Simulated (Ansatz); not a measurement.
C (model structure, P6₂22, No. 180, 3 atoms in the cell) was calculated with r²SCAN (PAW; Ansatz, a first-principles code).

Settings: plane-wave cutoff 560 eV, 18×18×12 k mesh (along the axes of the cell as run), Fermi–Dirac smearing 0.01 eV, scalar-relativistic PAW data made under PBE.

Cell (relaxed at this level):

```cif
data_C3
_chemical_formula_sum 'C3'
_space_group_name_H-M_alt 'P6222'
_space_group_IT_number 180
_space_group_name_Hall 'P 62 2 (0 0 4)'
_cell_length_a 2.60028
_cell_length_b 2.60028
_cell_length_c 2.79943
_cell_angle_alpha 90.000
_cell_angle_beta 90.000
_cell_angle_gamma 120.000
loop_
_atom_site_label
_atom_site_type_symbol
_atom_site_symmetry_multiplicity
_atom_site_Wyckoff_symbol
_atom_site_fract_x
_atom_site_fract_y
_atom_site_fract_z
_atom_site_occupancy
C1 C 3 c 0.50000 0.00000 0.00000 1
```

Question: Give the computed band gap, smallest direct gap on the k points sampled and direct gap at Γ.

Answer: 
* **band gap**: 2.24 eV (indirect)
* **smallest direct gap on the k points sampled**: 4.95 eV
* **direct gap at Γ**: 9.18 eV

Note: the relaxation could raise the start's symmetry but not lower it, so the cell can be a saddle point.

Static lattice: no zero-point or thermal effects.

Cost on a shared machine: very roughly 16 core-seconds.

A model structure was made by putting elements into a prototype or built by hand; it is no filed structure, need not be a known phase, and can be a saddle point held by its symmetry.
